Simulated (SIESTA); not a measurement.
SIESTA run on Co₃Mo (Amm2, 4 atoms in the cell): self-consistent single point.

Method: GGA PBEsol, numerical atomic orbitals DZP, PseudoDojo PBEsol standard norm-conserving potentials (rewritten from UPF to PSML) (SIESTA).

```
Co3Mo
1.0
    8.23925     0.00000     0.00000
    0.00000     1.31646     2.27350
    0.00000    -1.31646     2.27350
Co Mo
3 1
Direct
  0.00000   0.66704   0.66704
  0.76402   0.33298   0.33298
  0.23598   0.33298   0.33298
  0.50000   0.66700   0.66700
```

Reference input (self-consistent single point, DFT, LDA PW92, numerical atomic orbitals DZP, PseudoDojo LDA standard norm-conserving potentials (rewritten from UPF to PSML)): XC.functional = LDA; XC.authors = PW92; potentials = PseudoDojo LDA standard; PAO.BasisSize = DZP; PAO.EnergyShift = 0.01 Ry; MeshCutoff = 300 Ry; kgrid.MonkhorstPack = 4 12 12; OccupationFunction = MP; OccupationMPOrder = 0; ElectronicTemperature = 1578.21 K; MaxSCFIterations = 150; SCF.Mixer.Method = Pulay. This run's input differs from it in these lines:

```diff
@@ -1,2 +1,2 @@
-# files in the folder: Co.psml Mo.psml (PseudoDojo LDA standard)
+# files in the folder: Co.psml Mo.psml (PseudoDojo PBEsol standard)
 SystemName  Co3Mo
@@ -24,4 +24,4 @@
 
-XC.functional                LDA
-XC.authors                   PW92
+XC.functional                GGA
+XC.authors                   PBEsol
 PAO.BasisSize                DZP
```

The program printed (abridged):

```
        iscf     Eharris(eV)        E_KS(eV)     FreeEng(eV)     dDmax    Ef(eV) dHmax(eV)
   scf:    1   -14312.748046   -14362.435653   -14362.492103  1.680885 -1.752296 26.571798
   scf:    2   -13853.444924   -14223.706132   -14223.747413  1.413759 -3.921297 76.205838
   scf:    3   -14367.943902   -14379.058764   -14379.131452  0.735808 -3.393759 11.630534
   scf:    4   -14307.274025   -14360.985008   -14361.052784  0.301067 -3.707631 24.422456
   scf:    5   -14378.177283   -14382.434843   -14382.516018  0.286318 -4.167754  4.199394
   [... 7 lines left out ...]
   scf:   13   -14382.831308   -14382.831306   -14382.913686  0.000401 -4.240388  0.009295
   scf:   14   -14382.831286   -14382.831296   -14382.913689  0.000301 -4.241135  0.002793
   scf:   15   -14382.831295   -14382.831296   -14382.913689  0.000016 -4.241204  0.001097
   scf:   16   -14382.831296   -14382.831296   -14382.913689  0.000023 -4.241273  0.000284
SCF Convergence by DM+H criterion
max |DM_out - DM_in|         :     0.0000227882
max |H_out - H_in|      (eV) :     0.0002841312
SCF cycle converged after 16 iterations

Using DM_out to compute the final energy and forces

siesta: E_KS(eV) =           -14382.8313

siesta: E_KS - E_eggbox =    -14382.8313

siesta: Atomic forces (eV/Ang):
     1   -0.000001    0.000000   -0.019946
     2   -0.094156   -0.000000    0.006354
     3    0.094155    0.000000    0.006354
     4    0.000001   -0.000000   -0.005022
   Tot   -0.000000    0.000000   -0.012260
   Max    0.094156
   Res    0.038981    sqrt( Sum f_i^2 / 3N )
   Max    0.094156    constrained

Stress tensor Voigt[x,y,z,yz,xz,xy] (kbar):      247.56      186.20      181.54        0.00        0.00        0.00
(Free)E + p*V (eV/cell)   -14389.2273
   [... lines left out ...]
siesta: FreeEng =    -14382.913689
siesta: Cell volume =         49.319686 Ang**3
siesta:        -205.10108284       -200.35549233  kBar
   [... lines left out ...]
              0.404   1.102   1.109   1.118   1.099   1.141  -0.175  -0.040

             -0.052  -0.173  -0.075

mulliken: Qtot =       65.000

Mulliken Atomic Populations:
Atom #   charge [q] valence [e]  Species
     1     0.006072   16.993928  Co
     2     0.145517   16.854483  Co
     3     0.145516   16.854484  Co
     4    -0.297105   14.297105  Mo
 Total    -0.000000
```

The run converged in 16 iterations. Against the reference run the pressure goes from -26.79 to -20.51 GPa and the largest force goes from 0.029 to 0.094 eV/Å.

The starting cell comes from a database of computed structures (which also holds hypothetical and non-ambient phases and stackings), without a prior relaxation at this level. Spin polarisation is off. Values carry the incompleteness of an atom-centred basis. With a pressure of about -21 GPa the cell is away from its equilibrium volume at this level.

Cost on one core of a shared machine: roughly 80 s.
